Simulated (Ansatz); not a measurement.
```
CELL_PARAMETERS angstrom
     22.04429     0.00000     0.00000
     11.02215    15.58767    -1.94846
      0.00000     0.00000     3.89692
ATOMIC_POSITIONS crystal
  Ca 0.00145 0.00121 0.88162
  F  0.06702 0.00037 0.36922
  F  0.19043 0.00032 0.40433
  Ca 0.06192 0.12516 0.45671
  F  0.11890 0.12430 0.95807
  F  0.99631 0.12558 0.94066
  Ca 0.24587 0.99934 0.91833
  F  0.33010 0.99933 0.59802
  F  0.44444 0.00276 0.79165
  Ca 0.31658 0.12597 0.80232
  F  0.37184 0.12628 0.31884
  F  0.23558 0.12421 0.14210
  Ca 0.12087 0.24908 0.05867
  F  0.20189 0.25081 0.71921
  F  0.31860 0.25070 0.90262
  Ca 0.19161 0.37566 0.94284
  F  0.24701 0.37471 0.45666
  F  0.10739 0.37569 0.26370
  Ca 0.99463 0.49636 0.13208
  F  0.08099 0.50143 0.85116
  F  0.19420 0.50108 0.06993
  Ca 0.06880 0.62457 0.15274
  F  0.12043 0.62527 0.64647
  F  0.97849 0.61720 0.36051
  Ca 0.50145 0.00121 0.29175
  F  0.56702 0.00037 0.80331
  F  0.69043 0.00032 0.76815
  Ca 0.56192 0.12516 0.84061
  F  0.61890 0.12430 0.33840
  F  0.49631 0.12558 0.35708
  Ca 0.37555 0.24989 0.40372
  F  0.44117 0.24943 0.91916
  F  0.56563 0.24871 0.87887
  Ca 0.43603 0.37381 0.97739
  F  0.49308 0.37224 0.47544
  F  0.37046 0.37465 0.49051
  Ca 0.25084 0.49965 0.56555
  F  0.31612 0.49925 0.06665
  F  0.43981 0.49739 0.04200
  Ca 0.31103 0.62420 0.14392
  F  0.36419 0.62595 0.64939
  F  0.24436 0.62459 0.64189
  Ca 0.12655 0.75075 0.71602
  F  0.19328 0.75039 0.21819
  F  0.31701 0.74977 0.21421
  Ca 0.18664 0.87538 0.29493
  F  0.24334 0.87389 0.79066
  F  0.12137 0.87577 0.79351
  Ca 0.74587 0.99934 0.25318
  F  0.83010 0.99933 0.57347
  F  0.94444 0.00276 0.38328
  Ca 0.81658 0.12597 0.49581
  F  0.87184 0.12628 0.97961
  F  0.73558 0.12421 0.15427
  Ca 0.62087 0.24908 0.36257
  F  0.70189 0.25081 0.70376
  F  0.81860 0.25070 0.52024
  Ca 0.69161 0.37566 0.60498
  F  0.74701 0.37471 0.09022
  F  0.60739 0.37569 0.28416
  Ca 0.49463 0.49636 0.53644
  F  0.58099 0.50143 0.82243
  F  0.69420 0.50108 0.60332
  Ca 0.56880 0.62457 0.64400
  F  0.62043 0.62527 0.15097
  F  0.47849 0.61720 0.42886
  Ca 0.36861 0.75034 0.70811
  F  0.45915 0.75755 0.50607
  F  0.57351 0.74909 0.71055
  Ca 0.44282 0.87872 0.72943
  F  0.49764 0.87755 0.23338
  F  0.35644 0.87366 0.01159
  Ca 0.87555 0.24989 0.01833
  F  0.94117 0.24943 0.50244
  F  0.06563 0.24871 0.54201
  Ca 0.93603 0.37381 0.56859
  F  0.99308 0.37224 0.06897
  F  0.87046 0.37465 0.05631
  Ca 0.75084 0.49965 0.10626
  F  0.81612 0.49925 0.60477
  F  0.93981 0.49739 0.62756
  Ca 0.81103 0.62420 0.65244
  F  0.86419 0.62595 0.14872
  F  0.74436 0.62459 0.15486
  Ca 0.62655 0.75075 0.20689
  F  0.69328 0.75039 0.70437
  F  0.81701 0.74977 0.70773
  Ca 0.68664 0.87538 0.75262
  F  0.74334 0.87389 0.25540
  F  0.62137 0.87577 0.25443
  Ca 0.86861 0.75034 0.21439
  F  0.95915 0.75755 0.42365
  F  0.07351 0.74909 0.21071
  Ca 0.94282 0.87872 0.32146
  F  0.99764 0.87755 0.81634
  F  0.85644 0.87366 0.03424
```

Relaxed with Ansatz (a program for electronic structure) with PBE.

Question: Which line defects does this cell hold, and where do they run?

Answer: CaF2 (fluorite), {110} screw dipole: two lines along the third cell vector, Burgers vector (0.00, 0.00, 3.90) Å and its opposite, glide plane {110}, near (x, y) = (17, 11) Å and (28, 11) Å.
